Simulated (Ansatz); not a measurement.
**Ta3N5 (Cmcm, No. 63)**

These are PBEsol (PAW; Ansatz, a program for electronic structure) values and carry that method's errors.

Run with plane-wave cutoff 520 eV, 10×10×4 k mesh (along the axes of the cell as run), Fermi–Dirac smearing 0.01 eV, scalar-relativistic PAW data made under PBE.

Cell: measured lattice: a = 3.886 Å, b = 10.212 Å, c = 10.262 Å, α = β = γ = 90.00°.

```yaml
band_gap: 1.13 eV
smallest_direct_gap_on_the_k_points_sampled: 1.41 eV
direct gap at Γ: 1.44 eV
```

Measured, for comparison: band gap 2.18 eV (temperature not stated, no zero-point or thermal correction, indirect, Tauc analysis with phonon absorption and emission, films; as tabulated in Eichhorn et al. (2021), doi:10.1039/d1ta05282a).

Note: cell and atoms aren't relaxed at this level (largest force component 0.19 eV/Å, pressure -1.0 GPa).

Spin–orbit coupling is not included.
